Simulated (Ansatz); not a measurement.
Consider CdF2 in the fluorite structure (space group Fm-3m, No. 225; a = 5.3840 Å). Axes: x, y, z lie along the cube axes.

Computed with Ansatz (a first-principles code) PBEsol, no spin-orbit coupling.

For the base:

Smallest direct gap: 3.43 eV
Pressure: 0.00 GPa

Perturbation: the cell is stretched by 0.50 % along z with no lateral relaxation; the atoms relax in the strained cell.

Task: What happens to the smallest direct gap?

Result: The smallest direct gap drops by 0.02 eV (3.43 eV → 3.41 eV).

Task: How does this affect the pressure?

Result: The pressure (mean of the normal stresses, compression positive) goes from zero to -0.54 GPa.

Stability against distortions was not tested.
